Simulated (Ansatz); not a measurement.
## CsPbBr3 in the cubic perovskite structure (space group Pm-3m, No. 221)

```xyz
5
Lattice="5.7702 0.0000 0.0000 0.0000 5.7702 0.0000 0.0000 0.0000 5.7702" Properties=species:S:1:pos:R:3 pbc="T T T"
Cs     0.0000     0.0000     0.0000
Pb     2.8851     2.8851     2.8851
Br     2.8851     0.0000     2.8851
Br     0.0000     2.8851     2.8851
Br     2.8851     2.8851     0.0000
```

The values are results of LDA/PAW in Ansatz (an electronic-structure program), without spin-orbit coupling, not measurements. Γ-centred 6×6×6 mesh, Fermi–Dirac width 0.05 eV.

The volume per atom is 38.42 Å³. The density comes out as 5.01 g/cm³. The band gap is 1.17 eV, direct at R. The electron mass (degenerate bands, along [100]) is 0.066, 0.67, 0.67 mₑ and the hole mass is 0.11 mₑ. The lowest conduction-band minima above the VBM comes out as R along ⟨111⟩ 1.17 eV; Γ 2.42 eV and the total energy is -5038.991 eV/atom (σ→0; compares only within this code and set-up).

With Pb present, leaving out spin-orbit coupling can change the band edges. Masses are band curvatures over ±0.01 Å⁻¹ around the edge. Stability against distortions was not tested. Many cubic perovskites are stable only at high temperature; tilts and polar distortions were not tested. This is not the structure that CsPbBr3 has at room temperature and ambient pressure.
